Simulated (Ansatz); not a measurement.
## Pressure series in hypothetical simple cubic Pd

Base system: Pd in the simple cubic structure (space group Pm-3m, No. 221; a = 2.566 Å; a hypothetical phase, not in the database extracts checked).

Cell and atoms are relaxed at each pressure.

All numbers come from DFT with PBEsol, PAW potentials and a 420 eV plane-wave cutoff in Ansatz (an electronic-structure program), no spin-orbit coupling.

```
P (GPa)  V (Å³/atom)
-------  -----------
-2.01         17.125
-1.01         17.003
0.30          16.852
0.70          16.808
1.50          16.721
2.99          16.566
5.01          16.369
7.51          16.143
10.01         15.934
```

Question: Fit a third-order Birch–Murnaghan equation of state.

Answer: Least squares on P(V) = (3B₀/2)[(V₀/V)^(7/3) − (V₀/V)^(5/3)]·[1 + (3/4)(B₀′ − 4)((V₀/V)^(2/3) − 1)] gives V₀ = 16.89 Å³/atom, B₀ = 149 GPa and B₀′ = 5.1.

Load acts through the strain it causes; cell and atoms are relaxed under it. Stability against distortions was not tested. Competing high-pressure phases were not computed. All final runs are without spin polarisation. Pd has a high density of states at the Fermi level and may be magnetic at this level.
